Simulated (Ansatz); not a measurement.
**WC (model structure, started from the CsCl type, Pm-3m, No. 221, 2 atoms in the cell)**

Level of theory: PBEsol (Ansatz, an electronic-structure program, plane waves, PAW).

Run with plane-wave cutoff 520 eV, 18×18×18 k mesh, Fermi–Dirac smearing 0.05 eV, no spin polarisation, scalar-relativistic PAW data made under PBE.

Cell (relaxed at this level):

WC is modelled in the cubic space group Pm-3m (No. 221), the CsCl type structure, Pearson symbol cP2. Conventional cell: a = b = c = 2.7041 Å, α = β = γ = 90.00°. W on 1a has 8 C at 2.342 Å and 6 W at 2.704 Å. C on 1b is coordinated by 8 W at 2.342 Å (cubic). (Neighbours: up to the widest gap in distance over summed covalent radii, below 1.35, at either atom; cation-cation and far metal-metal contacts left out.)

* **bulk modulus B0**: 391 GPa

Note: the run has no spin polarisation, so it can have missed a magnetic state; the bulk modulus is −V dP/dV from two relaxed cells at ±2 % in volume; the relaxation could raise the start's symmetry but not lower it, so the cell can be a saddle point.

Spin–orbit coupling is not included; it can open a gap where bands touch, and shift volumes and moduli.

A model structure was made by putting elements into a prototype or built by hand; it is no filed structure, need not be a known phase, and can be a saddle point held by its symmetry.
